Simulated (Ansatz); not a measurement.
Levels about the gap of amorphous Hf32La4O70 (106 atoms in a cell of 1443 Å³, 8.50 g/cm³; zone centre alone, so wide bands show as single levels with stretches between that a denser mesh fills), at the geometry that PBE relaxed, where it gives 0.0 GPa on a denser mesh. The participation number counts the atoms over which a state spreads; weights are charges in smoothed Voronoi cells. The levels come from a single point, so bond lengths are those of that geometry. Method of the levels: PBE, scalar-relativistic without spin-orbit coupling (Ansatz, a first-principles code). Sampling: the zone centre alone; Fermi-Dirac width 0.02 eV; no spin polarisation. At PBE the levels at the filled edge of the gap are localised (band-tail or defect states), and the nearest spread-out levels lie 4.1 eV apart at the zone centre.

A CHGNet melt-quench gave the starting glass, which DFT then relaxed. O atoms were pushed apart under 1.9 Å during the dynamics, to hinder bonds among them. The hot cell started wider than the set density and was brought back towards it in steps. It is the lowest in DFT energy of 4 quenches. It is a model cell: composition and starting density were chosen by hand, and all elements were melted together. No dispersion term was used. Its density started from a set value of 8.21 and ended at 8.50 g/cm³. The simulated quench (nominally 150 K/ps over its main leg) is rapid and tends to freeze in more defects than a deposited or slowly cooled glass has. One small periodic cell is one sample of the glass; other quenches scatter about these values. Volume and shape were free in the relaxation.

| E - E(highest filled), eV | filling | participation number | largest on | weight O | weight Hf | weight La |
|---|---|---|---|---|---|---|
| -0.50 | filled | 23.5 | O, 3 neighbours | 0.94 | 0.05 | 0.01 |
| -0.46 | filled | 28.1 | O, 3 neighbours | 0.94 | 0.05 | 0.01 |
| -0.43 | filled | 25.4 | O, 3 neighbours | 0.95 | 0.05 | 0.01 |
| -0.38 | filled | 18.6 | O, 3 neighbours | 0.94 | 0.04 | 0.02 |
| -0.29 | filled | 12.0 | O, 3 neighbours | 0.94 | 0.05 | 0.01 |
| -0.21 | filled | 8.7 | O, 2 neighbours | 0.94 | 0.05 | 0.02 |
| 0.00 | filled | 5.9 | O, 4 neighbours | 0.94 | 0.04 | 0.02 |
| 3.64 | empty | 17.9 | La, 6 neighbours | 0.42 | 0.27 | 0.31 |
| 3.88 | empty | 30.4 | Hf, 7 neighbours | 0.42 | 0.48 | 0.11 |
| 3.94 | empty | 35.1 | Hf, 7 neighbours | 0.38 | 0.48 | 0.15 |
| 3.99 | empty | 28.8 | La, 6 neighbours | 0.35 | 0.45 | 0.20 |
| 4.05 | empty | 8.1 | La, 6 neighbours | 0.28 | 0.31 | 0.41 |
| 4.08 | empty | 9.5 | La, 6 neighbours | 0.28 | 0.35 | 0.37 |
| 4.12 | empty | 10.7 | La, 6 neighbours | 0.29 | 0.36 | 0.35 |

Most localised among these is the filled level at +0.00 eV, on a O atom, which has 4 neighbours (Hf 2.14 Å, Hf 2.26 Å, La 2.38 Å, La 2.54 Å).
